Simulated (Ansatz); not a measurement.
```
CELL_PARAMETERS angstrom
     -0.01135     4.28601     4.29369
      4.28601    -0.01135     4.29369
      4.27466     4.27466     0.00000
ATOMIC_POSITIONS crystal
  Ta 0.00000 0.00000 0.00000
  V  0.00000 0.00000 0.50000
  Ta 0.00000 0.50000 0.00000
  V  0.00000 0.50000 0.50000
  V  0.50000 0.00000 0.00000
  Ta 0.50000 0.00000 0.50000
  Ta 0.50000 0.50000 0.00000
  V  0.50000 0.50000 0.50000
  N  0.24634 0.24634 0.25366
  N  0.25366 0.25366 0.74634
  N  0.25000 0.75000 0.25670
  N  0.25000 0.75000 0.74144
  N  0.75000 0.25000 0.25856
  N  0.75000 0.25000 0.74330
  N  0.74634 0.74634 0.25366
  N  0.75366 0.75366 0.74634
```

The mixing enthalpy is taken against the end members in the rock salt type (which need not be the stable form of TaN), relaxed in the same cell and mesh, with VN and TaN held in the symmetric form, which may not be a minimum.

These are PBE (plane waves to 420 eV, PAW; Ansatz, a quantum-chemistry and plane-wave program) values and carry that method's errors. Spin–orbit coupling is left out; the runs are not spin-polarised. Its k-point mesh 5×5×5, Fermi–Dirac width 0.05 eV.

**Question.** Give the composition and order of this alloy cell, and its volume, bond lengths and mixing enthalpy.

**Answer.** A 16-atom cell of (V,Ta)N started in the rock salt structure, site fractions V 0.500, Ta 0.500, short-range order -0.17 in the first shell of the mixed sites (0 is random, a negative value favours unlike neighbours), space group Imma at the end, an ordered arrangement that its symmetry holds.
| Item | Result |
|---|---|
| volume per atom | 9.86 Å³ |
| N–Ta bonds | 2.161 Å on average, from 2.143 to 2.180 (24) |
| N–V bonds | 2.128 Å on average, from 2.107 to 2.147 (24) |
| mixing enthalpy per site of the mixed sublattice | -17 meV |
| departure of the mean lattice parameter from Vegard's line | +0.5 % |
